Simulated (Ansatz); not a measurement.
Consider Rh in the fcc (Cu type) structure (space group Fm-3m, No. 225; a = 3.780 Å).

Levels (all Ansatz, an electronic-structure program, PAW, earlier PAW set): PBEsol (420 eV, no spin-orbit coupling); PBEsol+SOC (420 eV, noncollinear with spin-orbit coupling).

The geometry is relaxed with PBEsol.

| Item | Result |
|---|---|
| PBEsol pressure | 0.0 GPa |

**Question.** Predict the pressure from PBEsol+SOC.

**Answer.** The pressure goes from zero to 0.2 GPa.

Single points use the geometry relaxed with PBEsol. Differences between runs with and without spin-orbit coupling are approximate. Stability against distortions was not tested. The runs without spin-orbit coupling are not spin-polarised.
